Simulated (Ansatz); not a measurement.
# HfO2 (model structure, started from the CdI2 type, P-3m1, No. 164, 3 atoms in the cell): properties by level of theory

| level (code) | lattice constant a (Å) | lattice parameter c (Å) | cohesive energy (eV/atom) |
|---|---|---|---|
| LDA (Ansatz) | 3.197 | 4.572 | 8.59 |
| PBE (Ansatz) | 3.252 | 5.663 | 7.45 |
| PBEsol (Ansatz) | 3.219 | 5.241 | 7.91 |
| PBE-D3(BJ) (Ansatz) | 3.240 | 4.664 | 7.62 |
| r²SCAN (Ansatz) | 3.233 | 4.828 | 7.52 |
| r²SCAN+rVV10 (Ansatz) | 3.227 | 4.556 | 7.67 |

Ansatz's density-functional and Hartree–Fock values are scalar-relativistic unless marked +SOC, with PAW data made under PBE.

Free atoms are spin-polarised, in the lowest state found; at levels without +SOC their spin–orbit coupling is left out.

A model structure was made by putting elements into a prototype or built by hand; it is no filed structure, need not be a known phase, and can be a saddle point held by its symmetry.

Ansatz is a program for electronic structure.
